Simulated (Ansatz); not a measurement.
Take BP in the zinc blende structure (space group F-43m, No. 216; a = 4.4905 Å) as the base. Axes: x, y, z lie along the cube axes.

Method: LDA, PAW, 420 eV (Ansatz, a first-principles code; scalar-relativistic without spin-orbit coupling).

It is then changed as follows: uniaxial strain ε_zz = +1.50 %, all other strain components held at zero, atoms relaxed at fixed cell.

### Question
Predict the stress tensor and what it implies for the stiffness.

### Answer
Stress of the strained cell less that of the base (GPa, compression positive):
```
  -1.17    0.00    0.00
   0.00   -1.17    0.00
   0.00    0.00   -5.29
```

Then −Δσ_ii/ε with ε = 0.0150 gives secant stiffness values (nonlinear terms included at this strain): C33 ≈ 353 GPa, C13 ≈ 78 GPa and C23 ≈ 78 GPa.

Whether these cells are dynamically stable was not tested.
